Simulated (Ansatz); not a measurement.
Effect of isotropic strain −3.00 % on Cd

Take Cd in the hcp (Mg type) structure (space group P6_3/mmc, No. 194; a = 3.0294 Å, c = 5.7589 Å; relaxed with 0.1 eV smearing) as the base.

Now apply this change: every lattice vector is shortened by 3.00 %; the atoms relax in the strained cell.

The values are results of Ansatz (an electronic-structure program), PBE, PAW, cutoff 420 eV, spin-orbit coupling left out, not measurements. Γ-centred 22×22×10 mesh, Fermi–Dirac width 0.1 eV.

```csv
quantity,base,changed,shift
volume per atom,22.89 Å³,20.89 Å³,-2.00 Å³
space group,P6_3/mmc (No. 194),P6_3/mmc (No. 194),–
shortest interatomic distance,3.029 Å,2.939 Å,-0.0909 Å
energy relative to the base (free energy F),0 meV/atom,+30 meV/atom,+30 meV/atom
"pressure (mean of the normal stresses, compression positive)",0.0 GPa,5.3 GPa,+5.3 GPa
band gap,zero,zero,–
```

Cost of the whole job for the changed cell (relaxation, final SCF and bands): very roughly 9 core-seconds.

No phonon test of stability was made.
